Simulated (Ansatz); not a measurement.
OH on the 1x1 (0001) surface of hcp Ti, one in a 2x2 cell, started at the site 'bridge Ti-Ti (span 2.9 Å)'

Method: PBE (plane waves to 420 eV, PAW; Ansatz, a first-principles code).

Set-up: 18 atoms, 6.8 Å thick at the start under the adsorbate (thin: gaps and levels are the slab's own); mesh 6x6x1; 0.1 eV smearing; dipole correction on; 8 atoms held, the rest relaxed; no symmetry held; no spin, no spin-orbit, no U, no dispersion correction. At the end it is bonded to 3 Ti. In PBE it is, or lies within 0.03 eV of, the lowest of the starts that converged.

The adsorption energy against H2O(g) − ½ H2(g) is -2.52 eV and the work function of the top face is 3.12 eV. The change of the work function is -1.27 eV. The change of the step from the bottom to the top vacuum level, against the clean slab is -1.27 eV. The energy released by relaxation comes out as 1.10 eV and the height of the binding atom over the mean of the host atoms within 0.3 Å of the top one comes out as 2.343 bohr. The nearest host atoms of the binding atom is Ti at 2.11 Å, Ti at 2.11 Å, Ti at 2.11 Å and the largest move of a host atom is 0.10 Å. The note comes out as the adsorbate left its starting site by 0.8 Å. The cost is very roughly 16 core-minutes.

A negative adsorption energy means that the adsorbate is more stable on the surface than in its reference.
